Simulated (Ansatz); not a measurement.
## Random Si-Ge alloy, 4x4x4 cubic cells, lattice parameter by Vegard's rule

Prepared with Tersoff's 1989 multicomponent potential (SiCGe.tersoff) (LAMMPS): minimisation. Geometry as solved with Ansatz (a program for electronic structure) with PBE, support functions at accuracy medium on the grid of 370 eV.

```xyz
512
Lattice="21.92 0.00 0.00 0.00 21.92 0.00 0.00 0.00 21.92" Properties=species:S:1:pos:R:3 pbc="T T T"
Si    -0.02     0.02     0.03
Si     1.38     1.37     1.38
Si     2.74     2.74     0.01
Si     4.11     4.11     1.37
Si     2.75    -0.01     2.74
Si     4.11     1.37     4.11
Si     0.02     2.72     2.77
Si     1.38     4.12     4.12
Si     0.00     0.00     5.48
Si     1.35     1.40     6.82
Si     2.75     2.75     5.47
Si     4.12     4.11     6.85
Ge     2.75     0.00     8.21
Si     4.14     1.39     9.61
Si    -0.01     2.76     8.21
Si     1.37     4.11     9.58
Ge    -0.01     0.00    10.97
Si     1.39     1.39    12.35
Si     2.74     2.76    10.96
Si     4.09     4.15    12.31
Si     2.73    -0.01    13.70
Si     4.08     1.35    15.09
Si     0.00     2.75    13.71
Si     1.37     4.11    15.08
Si     0.01    -0.01    16.44
Si     1.37     1.37    17.81
Si     2.73     2.74    16.45
Si     4.11     4.12    17.81
Si     2.77     0.02    19.16
Si     4.11     1.38    20.56
Si     0.00     2.74    19.19
Si     1.38     4.11    20.55
Si     0.03     5.50    -0.02
Si     1.38     6.86     1.37
Si     2.75     8.23     0.00
Si     4.12     9.60     1.37
Si     2.74     5.49     2.74
Si     4.11     6.85     4.11
Si     0.00     8.22     2.74
Si     1.37     9.59     4.11
Si     0.00     5.49     5.48
Si     1.37     6.85     6.85
Si     2.74     8.22     5.48
Si     4.11     9.59     6.85
Si     2.74     5.48     8.21
Si     4.13     6.83     9.56
Si    -0.01     8.22     8.21
Si     1.35     9.62     9.56
Si     0.00     5.48    10.95
Si     1.34     6.84    12.35
Ge     2.74     8.22    10.96
Si     4.14     9.62    12.35
Si     2.73     5.49    13.71
Si     4.11     6.86    15.07
Si     0.00     8.23    13.71
Si     1.38     9.60    15.06
Si     0.00     5.48    16.44
Si     1.38     6.85    17.81
Si     2.74     8.22    16.44
Si     4.11     9.59    17.81
Si     2.75     5.48    19.18
Si     4.11     6.85    20.55
Si     0.03     8.20    19.20
Si     1.38     9.59    20.56
Si     0.00    10.96     0.00
Si     1.37    12.33     1.37
Si     2.74    13.70     0.00
Si     4.11    15.06     1.37
Si     2.74    10.96     2.74
Si     4.11    12.33     4.11
Si     0.01    13.70     2.74
Si     1.37    15.06     4.11
Si     0.00    10.96     5.48
Si     1.37    12.33     6.84
Si     2.74    13.70     5.48
Si     4.11    15.07     6.85
Si     2.74    10.97     8.21
Si     4.11    12.33     9.59
Si     0.01    13.69     8.22
Si     1.37    15.07     9.59
Si    -0.01    10.97    10.96
Si     1.38    12.33    12.32
Si     2.74    13.70    10.96
Si     4.11    15.07    12.33
Si     2.75    10.97    13.70
Si     4.11    12.34    15.07
Si     0.01    13.70    13.69
Si     1.37    15.06    15.07
Si     0.03    10.99    16.41
Si     1.38    12.34    17.81
Si     2.75    13.71    16.44
Si     4.11    15.07    17.81
Si     2.74    10.96    19.18
Si     4.11    12.33    20.55
Si     0.00    13.70    19.18
Si     1.37    15.07    20.55
Si     0.00    16.44     0.00
Si     1.38    17.80     1.37
Si     2.77    19.15     0.02
Si     4.12    20.54     1.38
Si     2.74    16.43     2.74
Si     4.11    17.80     4.11
Si     0.01    19.18     2.73
Si     1.37    20.55     4.11
Si     0.00    16.44     5.48
Si     1.37    17.80     6.85
Si     2.74    19.17     5.47
Si     4.14    20.52     6.82
Si     2.74    16.43     8.22
Si     4.12    17.80     9.59
Si     0.00    19.16     8.21
Si     1.37    20.50     9.59
Si     0.01    16.43    10.96
Si     1.37    17.80    12.34
Si     2.75    19.16    10.96
Si     4.11    20.55    12.33
Si     2.74    16.43    13.70
Si     4.11    17.80    15.07
Si     0.00    19.16    13.71
Si     1.37    20.54    15.07
Si     0.00    16.42    16.44
Si     1.37    17.79    17.80
Si     2.74    19.17    16.44
Si     4.11    20.53    17.81
Si     2.74    16.44    19.18
Si     4.12    17.80    20.55
Si    -0.02    19.15    19.15
Ge     1.37    20.55    20.55
Si     5.48     0.00     0.00
Si     6.85     1.37     1.37
Si     8.21     2.74     0.00
Si     9.58     4.11     1.36
Si     8.22    -0.01     2.73
Si     9.58     1.37     4.11
Si     5.48     2.74     2.74
Si     6.85     4.11     4.11
Si     5.49     0.00     5.47
Si     6.85     1.37     6.85
Si     8.21     2.74     5.48
Si     9.57     4.11     6.85
Si     8.22     0.00     8.21
Si     9.59     1.37     9.58
Si     5.49     2.75     8.22
Si     6.86     4.11     9.59
Si     5.49    -0.01    10.96
Si     6.88     1.35    12.31
Si     8.23     2.74    10.95
Si     9.58     4.12    12.33
Si     8.23    -0.01    13.70
Si     9.59     1.37    15.06
Ge     5.48     2.74    13.70
Si     6.88     4.15    15.08
Si     5.46    -0.03    16.42
Ge     6.85     1.38    17.81
Si     8.25     2.77    16.42
Si     9.60     4.12    17.82
Si     8.23    -0.02    19.21
Si     9.60     1.37    20.56
Si     5.46     2.77    19.20
Si     6.85     4.12    20.56
Si     5.48     5.49     0.01
Si     6.85     6.85     1.37
Si     8.22     8.22     0.00
Si     9.58     9.59     1.37
Si     8.22     5.48     2.74
Si     9.58     6.86     4.11
Si     5.48     8.22     2.74
Si     6.85     9.60     4.11
Si     5.48     5.48     5.48
Si     6.85     6.85     6.84
Si     8.22     8.23     5.48
Si     9.59     9.59     6.85
Si     8.21     5.49     8.22
Si     9.58     6.86     9.59
Si     5.49     8.22     8.21
Si     6.85     9.59     9.59
Si     5.49     5.49    10.95
Si     6.85     6.86    12.33
Si     8.22     8.23    10.96
Si     9.58     9.60    12.33
Si     8.23     5.50    13.69
Si     9.60     6.86    15.07
Si     5.49     8.23    13.71
Si     6.86     9.59    15.08
Si     5.48     5.49    16.45
Si     6.85     6.86    17.81
Si     8.22     8.22    16.44
Si     9.59     9.59    17.81
Si     8.22     5.48    19.18
Si     9.59     6.85    20.55
Si     5.48     8.23    19.18
Si     6.85     9.59    20.55
Si     5.48    10.96     0.00
Si     6.85    12.33     1.37
Si     8.22    13.70     0.00
Si     9.59    15.06     1.38
Si     8.22    10.96     2.74
Si     9.58    12.33     4.11
Si     5.48    13.70     2.74
Si     6.85    15.07     4.11
Si     5.48    10.96     5.48
Si     6.85    12.33     6.85
Si     8.21    13.70     5.48
Si     9.59    15.06     6.85
Si     8.22    10.96     8.22
Si     9.59    12.33     9.59
Si     5.48    13.70     8.22
Si     6.85    15.06     9.59
Si     5.49    10.97    10.96
Si     6.85    12.34    12.33
Si     8.22    13.70    10.96
Si     9.59    15.07    12.33
Si     8.22    10.97    13.70
Si     9.59    12.33    15.07
Si     5.48    13.70    13.70
Si     6.85    15.07    15.07
Si     5.48    10.96    16.44
Si     6.85    12.33    17.81
Si     8.22    13.70    16.44
Si     9.59    15.07    17.81
Si     8.22    10.96    19.18
Si     9.59    12.33    20.55
Si     5.48    13.70    19.18
Si     6.85    15.06    20.55
Si     5.48    16.43     0.00
Si     6.85    17.80     1.38
Si     8.21    19.17     0.01
Si     9.59    20.54     1.36
Si     8.22    16.43     2.74
Si     9.59    17.81     4.11
Si     5.48    19.17     2.75
Si     6.86    20.54     4.11
Si     5.48    16.44     5.48
Si     6.86    17.80     6.85
Si     8.22    19.17     5.48
Si     9.59    20.55     6.85
Si     8.22    16.43     8.22
Si     9.58    17.81     9.59
Si     5.49    19.16     8.21
Si     6.85    20.54     9.58
Si     5.48    16.43    10.96
Si     6.85    17.80    12.33
Si     8.22    19.18    10.96
Si     9.59    20.54    12.33
Si     8.21    16.43    13.70
Si     9.58    17.80    15.07
Si     5.47    19.17    13.69
Si     6.84    20.54    15.05
Si     5.48    16.44    16.44
Si     6.85    17.81    17.81
Si     8.21    19.18    16.43
Si     9.56    20.56    17.79
Si     8.21    16.43    19.18
Si     9.56    17.78    20.57
Si     5.48    19.17    19.18
Si     6.85    20.54    20.56
Si    10.96     0.00     0.01
Si    12.33     1.37     1.37
Si    13.70     2.74     0.00
Si    15.08     4.11     1.36
Si    13.70     0.01     2.74
Si    15.08     1.36     4.11
Si    10.93     2.72     2.72
Ge    12.33     4.11     4.11
Si    10.95     0.01     5.48
Si    12.33     1.36     6.85
Si    13.72     2.72     5.50
Si    15.07     4.11     6.86
Si    13.69     0.00     8.23
Si    15.07     1.37     9.59
Si    10.96     2.74     8.21
Si    12.32     4.11     9.59
Si    10.95     0.00    10.95
Si    12.31     1.39    12.30
Si    13.69     2.74    10.94
Si    15.08     4.09    12.30
Ge    13.69    -0.01    13.70
Si    15.08     1.38    15.09
Si    10.95     2.74    13.69
Si    12.30     4.09    15.09
Si    10.95     0.01    16.44
Si    12.33     1.36    17.82
Si    13.69     2.74    16.45
Si    15.05     4.11    17.82
Si    13.70     0.00    19.18
Si    15.07     1.37    20.55
Si    10.96     2.74    19.18
Si    12.33     4.11    20.55
Si    10.96     5.48     0.00
Si    12.33     6.86     1.36
Si    13.70     8.23     0.00
Si    15.06     9.59     1.38
Si    13.72     5.50     2.71
Si    15.10     6.83     4.09
Si    10.95     8.22     2.73
Si    12.30     9.61     4.09
Si    10.93     5.50     5.50
Si    12.30     6.84     6.88
Ge    13.70     8.22     5.48
Si    15.09     9.62     6.87
Si    13.69     5.48     8.22
Si    15.06     6.85     9.59
Si    10.95     8.23     8.23
Si    12.33     9.60     9.59
Si    10.95     5.49    10.95
Si    12.30     6.88    12.30
Si    13.69     8.23    10.95
Si    15.07     9.59    12.33
Ge    13.70     5.48    13.70
Si    15.09     6.88    15.09
Si    10.95     8.23    13.70
Si    12.33     9.60    15.07
Si    10.96     5.49    16.45
Si    12.33     6.86    17.81
Si    13.70     8.24    16.45
Si    15.07     9.60    17.82
Si    13.69     5.49    19.19
Si    15.07     6.86    20.55
Si    10.96     8.22    19.18
Si    12.32     9.59    20.55
Si    10.96    10.96     0.00
Si    12.32    12.33     1.37
Si    13.69    13.70     0.00
Si    15.07    15.06     1.36
Si    13.69    10.97     2.74
Si    15.07    12.33     4.11
Si    10.95    13.70     2.75
Si    12.33    15.07     4.11
Si    10.95    10.97     5.48
Si    12.33    12.33     6.85
Si    13.69    13.69     5.48
Si    15.06    15.06     6.85
Si    13.70    10.97     8.22
Si    15.07    12.33     9.59
Si    10.96    13.70     8.22
Si    12.33    15.06     9.59
Si    10.96    10.96    10.96
Si    12.33    12.33    12.33
Si    13.70    13.70    10.97
Si    15.07    15.07    12.33
Si    13.70    10.96    13.70
Si    15.07    12.33    15.07
Si    10.95    13.70    13.69
Si    12.32    15.06    15.06
Si    10.96    10.96    16.44
Si    12.33    12.33    17.81
Si    13.69    13.70    16.43
Si    15.05    15.09    17.78
Si    13.69    10.96    19.18
Si    15.04    12.31    20.57
Si    10.96    13.70    19.18
Si    12.33    15.07    20.55
Si    10.95    16.43     0.01
Si    12.32    17.81     1.37
Si    13.70    19.17     0.01
Si    15.07    20.54     1.38
Si    13.69    16.43     2.73
Si    15.09    17.78     4.08
Si    10.95    19.18     2.73
Si    12.30    20.57     4.09
Si    10.95    16.43     5.48
Si    12.30    17.78     6.87
Ge    13.70    19.18     5.48
Si    15.09    20.58     6.87
Si    13.70    16.43     8.22
Si    15.06    17.80     9.59
Si    10.95    19.18     8.23
Si    12.33    20.54     9.59
Si    10.96    16.44    10.96
Si    12.33    17.80    12.33
Si    13.69    19.17    10.96
Si    15.09    20.52    12.30
Si    13.70    16.44    13.70
Si    15.07    17.81    15.06
Si    10.95    19.16    13.70
Si    12.30    20.52    15.09
Si    10.96    16.43    16.43
Si    12.35    17.78    17.79
Si    13.70    19.17    16.44
Si    15.07    20.55    17.81
Si    13.70    16.43    19.18
Si    15.07    17.81    20.55
Ge    10.96    19.17    19.18
Si    12.35    20.57    20.57
Si    16.43    -0.01     0.00
Si    17.80     1.37     1.37
Si    19.15     2.72    -0.02
Ge    20.55     4.11     1.37
Si    19.17     0.01     2.74
Si    20.55     1.36     4.11
Si    16.44     2.74     2.74
Si    17.81     4.11     4.11
Si    16.45     0.00     5.48
Si    17.81     1.38     6.85
Si    19.18     2.74     5.48
Si    20.55     4.13     6.84
Si    19.18     0.00     8.21
Si    20.53     1.39     9.56
Si    16.44     2.74     8.22
Si    17.81     4.12     9.58
Si    16.44     0.00    10.95
Si    17.81     1.36    12.32
Si    19.17     2.74    10.96
Si    20.55     4.10    12.32
Si    19.17    -0.01    13.71
Si    20.56     1.36    15.07
Si    16.43     2.72    13.68
Ge    17.81     4.12    15.07
Si    16.44     0.00    16.45
Si    17.81     1.36    17.82
Si    19.21     2.72    16.46
Si    20.56     4.11    17.82
Si    19.18    -0.01    19.18
Si    20.54     1.37    20.55
Si    16.44     2.74    19.17
Si    17.80     4.12    20.54
Si    16.44     5.49    -0.01
Si    17.81     6.86     1.37
Si    19.18     8.22     0.00
Si    20.55     9.59     1.37
Si    19.16     5.51     2.76
Si    20.55     6.86     4.11
Si    16.45     8.23     2.73
Si    17.81     9.60     4.11
Si    16.44     5.47     5.48
Si    17.81     6.86     6.85
Si    19.17     8.23     5.48
Si    20.54     9.60     6.85
Si    19.18     5.49     8.22
Si    20.55     6.85     9.59
Si    16.44     8.22     8.23
Si    17.81     9.60     9.59
Si    16.44     5.48    10.95
Si    17.81     6.86    12.32
Si    19.18     8.23    10.96
Si    20.55     9.59    12.33
Si    19.21     5.50    13.67
Si    20.55     6.85    15.07
Si    16.44     8.23    13.69
Si    17.81     9.59    15.06
Si    16.42     5.50    16.47
Si    17.81     6.85    17.82
Si    19.15     8.20    16.42
Ge    20.56     9.59    17.80
Si    19.19     5.48    19.18
Si    20.56     6.85    20.55
Si    16.44     8.23    19.19
Si    17.80     9.59    20.56
Si    16.43    10.95     0.01
Si    17.81    12.33     1.37
Si    19.19    13.70     0.01
Si    20.56    15.07     1.38
Si    19.18    10.96     2.74
Si    20.55    12.33     4.11
Si    16.44    13.69     2.74
Si    17.82    15.06     4.10
Si    16.45    10.97     5.48
Si    17.81    12.34     6.85
Si    19.19    13.70     5.48
Si    20.56    15.06     6.85
Si    19.18    10.97     8.22
Si    20.55    12.34     9.59
Si    16.44    13.70     8.22
Si    17.81    15.06     9.60
Si    16.44    10.96    10.96
Si    17.81    12.33    12.33
Si    19.18    13.70    10.96
Si    20.55    15.07    12.33
Si    19.18    10.96    13.70
Si    20.56    12.34    15.05
Si    16.44    13.70    13.70
Si    17.81    15.07    15.07
Si    16.44    10.95    16.43
Si    17.83    12.31    17.79
Si    19.19    13.70    16.43
Si    20.55    15.06    17.81
Si    19.16    10.98    19.20
Si    20.55    12.34    20.56
Ge    16.44    13.70    19.18
Si    17.83    15.09    20.57
Si    16.44    16.45     0.01
Si    17.82    17.81     1.37
Si    19.18    19.18     0.00
Si    20.54    20.55     1.38
Si    19.18    16.44     2.74
Si    20.56    17.81     4.10
Si    16.45    19.18     2.74
Si    17.81    20.55     4.11
Si    16.42    16.40     5.45
Ge    17.81    17.81     6.85
Si    19.21    19.20     5.46
Si    20.56    20.55     6.85
Si    19.20    16.41     8.24
Si    20.55    17.80     9.60
Si    16.42    19.20     8.25
Si    17.82    20.55     9.59
Si    16.43    16.43    10.96
Si    17.81    17.79    12.33
Si    19.18    19.17    10.96
Si    20.52    20.52    12.36
Si    19.18    16.43    13.70
Si    20.54    17.80    15.07
Si    16.45    19.17    13.69
Si    17.80    20.54    15.07
Si    16.44    16.44    16.43
Si    17.81    17.81    17.81
Si    19.17    19.17    16.43
Si    20.54    20.54    17.80
Si    19.18    16.44    19.18
Si    20.55    17.80    20.55
Si    16.44    19.18    19.18
Si    17.81    20.54    20.55
```
